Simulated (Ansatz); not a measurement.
Consider GaP in the zinc blende structure (space group F-43m, No. 216; a = 5.506 Å).

Modification: a hydrostatic pressure of 0.9 GPa.

Levels (all Ansatz, a program for electronic structure, PAW): PBE (420 eV, scalar-relativistic without spin-orbit coupling); HSE06+SOC (420 eV, with spin-orbit coupling).

The geometry is relaxed with PBE.

| Property | Value |
|---|---|
| PBE band gap | 1.62 eV |
| PBE valence-band top at Γ | 0.00, 0.00, 0.00 eV |

How does going to HSE06+SOC change the band gap and valence-band top at Γ?

The band gap grows by 0.677 eV to 2.29 eV; the valence-band top at Γ (three highest Kramers pairs, from the VBM) becomes 0.00, 0.00, -0.09 eV (PBE: 0.00, 0.00, 0.00 eV). The threefold valence maximum splits by Δso ≈ 0.09 eV.

Single points use the geometry relaxed with PBE. HSE06 was sampled on its mesh, a few special points and the semilocal edge points, so its gap is an upper bound. Differences between runs with and without spin-orbit coupling are approximate. Load acts through the strain it causes; cell and atoms are relaxed under it. No phonon test of stability was made.
